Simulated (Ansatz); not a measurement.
Phonon-limited transport in metals: Pt (Fm-3m) under several functionals (Ansatz, a first-principles code, without spin-orbit coupling). The PBE cell:

```cif
data_Pt4
_chemical_formula_sum 'Pt4'
_space_group_name_H-M_alt 'Fm-3m'
_space_group_IT_number 225
_space_group_name_Hall '-F 4 2 3'
_cell_length_a 3.96901
_cell_length_b 3.96901
_cell_length_c 3.96901
_cell_angle_alpha 90.000
_cell_angle_beta 90.000
_cell_angle_gamma 90.000
loop_
_atom_site_label
_atom_site_type_symbol
_atom_site_symmetry_multiplicity
_atom_site_Wyckoff_symbol
_atom_site_fract_x
_atom_site_fract_y
_atom_site_fract_z
_atom_site_occupancy
Pt1 Pt 4 a 0.00000 0.00000 0.00000 1
```
(The calculation used a cell of 1 atom; values per cell refer to that cell.)

| Functional | cell relaxed with | volume (Å³/atom) | resistivity at 300 K | mean free path at 300 K | electron-phonon coupling λ | logarithmic mean phonon energy |
|---|---|---|---|---|---|---|
| LDA | LDA | 14.75 | 7.1 μΩ·cm | 6.4 nm | 0.50 | 10.7 meV |
| PBE | PBE | 15.63 | 8.9 μΩ·cm | 5.5 nm | 0.55 | 9.4 meV |
| PBEsol | PBEsol | 15.03 | 7.5 μΩ·cm | 6.2 nm | 0.50 | 10.5 meV |

For the resistivity at 300 K, PBE gives 8.9 μΩ·cm and PBEsol 7.5 μΩ·cm: PBE lies 19 % above.

The PBE and PBEsol rows stand on cells whose volumes differ by 4.0 %, so the difference holds the effect of the cell as well as that of the functional.

Metals; harmonic phonons alone scatter; means over directions. The mean free path is weighted by the current that each state carries. Halving the electron mesh moves these values by up to 7 %; q meshes are mostly untested. Spin-orbit coupling is left out.
